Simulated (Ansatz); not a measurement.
Worked calculations on one periodic cell of amorphous Si15B15N35: Si15B15N35, 65 atoms, volume 810.4 Å³, made by a melt-quench on the CHGNet potential and relaxed with DFT. N atoms were pushed apart under 1.9 Å during the dynamics, to hinder bonds among them. It is a model cell: composition and starting density were chosen by hand, and all elements were melted together. Cycles of charging were run to anneal it. These are PBE, scalar-relativistic without spin-orbit coupling (plane waves to 420 eV, PAW; Ansatz, an electronic-structure program) values and carry that method's errors. Sampling: a 2×2×2 Γ-centred mesh; Fermi-Dirac width 0.02 eV; no spin polarisation. Its volume was held where the quench left it, its shape was held as a cube, and it stands at a mean pressure of -3.5 GPa with stress components up to 6.0 GPa; the relaxation ran on the zone centre alone. Its density went from a set 2.20 to 2.20 g/cm³. The cell is small and was quenched far faster than a real film, so it is one sample of the glass.

**Question.** Count formal charges (Si +4, B +3, N -3). What does the count lead one to expect at the Fermi level, and what does the calculation give?

**Answer.** 15 × (+4) + 15 × (+3) + 35 × (-3) = 0. The charges balance, so the anion-derived valence states can be full and a gap can open. On this mesh the highest filled and lowest empty level lie 2.64 eV apart, the PBE gap of this cell, with a localised state at one edge or both.

Four energies for a hole at PBE on the zone centre alone (charged cells in a uniform background, spin-polarised): neutral at the neutral geometry -25361.586 eV; charged at the neutral geometry -25365.719 eV; charged and relaxed -25365.823 eV; neutral at the charged geometry -25361.469 eV.

**Question.** Find the two relaxation energies and their sum, the reorganisation energy.

**Answer.** On charging: -25365.719 − (-25365.823) = 0.104 eV. On discharging: -25361.469 − (-25361.586) = 0.117 eV. The sum is 0.221 eV. The carrier's level spreads over 12 of the 65 atoms' worth, so it counts as partly localised, most on one N atom with neighbours Si 1.64 Å, Si 1.68 Å (neutral geometry). The values are uncorrected: the image energy of a point charge in this cell, 2.84 × 14.40 / (2 × 9.3) = 2.2 eV before screening, is screened by electrons alone at the fixed geometry and by ions too after relaxing, and the carrier can be spread before it relaxes, so each term can be off by up to that value times 1/ε∞, some tenths of an eV. PBE's self-interaction favours spread-out carriers, so a hybrid can localise more.
